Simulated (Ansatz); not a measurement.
## InSb under a change: 1 layer

The parent structure is InSb in the zinc blende structure (space group F-43m, No. 216; a = 6.520 Å). Axes: x, y, z lie along the cube axes.

It is then changed as follows: a free-standing slab of 1 layer (2 atoms, 2 a layer) is cut normal to [110], with 15 Å of vacuum and the in-plane cell held at bulk.

Computed with PBEsol (Ansatz, a program for electronic structure, PAW, spin-orbit coupling left out), earlier PAW set. Settings: 10×7×1 k-points, 0.05 eV Fermi–Dirac smearing, for the changed cell.

The layer's space group (with vacuum) is Pmm2 (No. 25) and the shortest interatomic distance shrinks by 0.1575 Å (2.823 Å → 2.666 Å). The band gap remains zero.

Final structure:

```
CELL_PARAMETERS angstrom
      4.61018     0.00000     0.00000
      0.00000     6.51978     0.00000
      0.00000     0.00000    15.00000
ATOMIC_POSITIONS crystal
  Sb 0.75000 0.47766 0.50000
  In 0.25000 0.27234 0.50000
```

Spin-orbit coupling, missing from the scalar runs, can matter with Sb. Stability against distortions was not tested. All final runs are without spin polarisation. A zero or small gap of InSb can be the functional's error rather than a property of the material.
